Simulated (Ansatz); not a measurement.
Rock-salt LuN was calculated with BLYP (PAW; Ansatz, an electronic-structure program).

Settings: plane-wave cutoff 520 eV, 20×20×20 k mesh, Fermi–Dirac smearing 0.05 eV, scalar-relativistic PAW data made under PBE.

Energies at three volumes about the minimum:

```csv
V (Å³/atom),E − E_lowest (meV/atom)
13.674,2.94
13.953,0.00
14.232,2.72
```

Problem. Fit a parabola by hand: where is the minimum, what lattice constant follows, and what is the bulk modulus?

Solution. Slopes: (0.00 − 2.94)/(13.953 − 13.674) = -10.538 and (2.72 − 0.00)/(14.232 − 13.953) = 9.749 meV/Å³. Curvature E″ = 2 × (9.749 − (-10.538))/(14.232 − 13.674) = 72.713 meV/Å⁶. From the middle of the first interval, the slope vanishes at V0 = 13.8135 − (-10.538)/72.713 = 13.958 Å³/atom. B = V0 E″ = 13.958 × 72.713 meV/Å³ × 0.1602 GPa per meV/Å³ = 163 GPa. With 8 atoms in the cube, a = (8 × 13.958)^(1/3) = 4.815 Å. The full Birch–Murnaghan fit to all volumes gives V0 = 13.953 Å³/atom and B0 = 162 GPa.
